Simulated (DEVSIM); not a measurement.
Structure: Pt/HfO2/SiO2/p-Si capacitor, at 400 K.

```
layer (left to right)  material  thickness (nm)  Na (cm⁻³)
---------------------  --------  --------------  ---------
1                          HfO2            27.0          -
2                          SiO2           0.510          -
3                            Si           14000     1.6e15
```

Metal gate on the left, work function 5.6 eV. Fixed charge at the semiconductor interface -1.1e11 cm⁻² (in units of +e); no interface traps.

Constants are typed, rounded textbook-type inputs, not results; the design itself was drawn at random and stands for no fabricated device. Values at 300 K; Nc and Nv go as T^1.5, mobilities as T to minus their exponent, the gap by Varshni's rule with the affinity fixed.

```tsv
parameter	HfO2	SiO2	Si
gap (eV)	5.7	9	1.124
affinity (eV)	2.5	0.9	4.05
permittivity	22	3.9	11.7
Nc (cm⁻³)	-	-	2.86e19
Nv (cm⁻³)	-	-	3.1e19
Varshni α (eV/K)	-	-	0.000473
Varshni β (K)	-	-	636
```

Simulated with DEVSIM: 1D Poisson equation in equilibrium, Boltzmann statistics, complete ionisation; no quantum confinement or tunnelling. Metal contacts follow the ideal Schottky-Mott rule: no Fermi-level pinning, no interface dipoles.

Base results: minimum of the low-frequency capacitance (μF/cm²) 0.0243; flat-band voltage (V) 0.84; threshold voltage (band bending 2φF) (V) 1.25.

Task: What follows from this one change: gate work function 5.6 → 5.3 eV?

Result: minimum of the low-frequency capacitance little changed (0.0243 μF/cm²); flat-band voltage 0.84 → 0.54 V; threshold voltage (band bending 2φF) 1.25 → 0.95 V.

Task: What follows from this one change: interface trap density 0 → 1e+10 cm^-2 eV^-1?

Result: minimum of the low-frequency capacitance 0.0243 → 0.0258 μF/cm²; flat-band voltage little changed (0.84 V); threshold voltage (band bending 2φF) little changed (1.25 V).

Task: What follows from this one change: fixed charge -1.1e+11 → 5.95e+11 cm^-2?

Result: minimum of the low-frequency capacitance 0.0243 → 0.0234 μF/cm²; flat-band voltage 0.84 → 0.66 V; threshold voltage (band bending 2φF) 1.25 → 1.07 V.
